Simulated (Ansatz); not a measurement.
Base system: Au in the fcc (Cu type) structure (space group Fm-3m, No. 225; a = 4.0834 Å). Axes: x, y, z lie along the cube axes.

Now apply this change: tensor shear ε_yz = −0.20 % (engineering shear γ = -0.0040), atoms relaxed at fixed cell.

Levels (all Ansatz, a program for electronic structure, PAW): PBEsol (420 eV, no spin-orbit coupling); PBEsol+SOC (420 eV, spin-orbit coupling included).

The geometry is relaxed with PBEsol.

```
Item              Result
---------------  -------
PBEsol pressure  0.0 GPa
```

Q: Predict the pressure from PBEsol+SOC.

A: The pressure goes from zero to -1.5 GPa.

Single points use the geometry relaxed with PBEsol. The spin-orbit shifts are approximate. The cells carry an imposed strain or load. Stability against distortions was not tested.
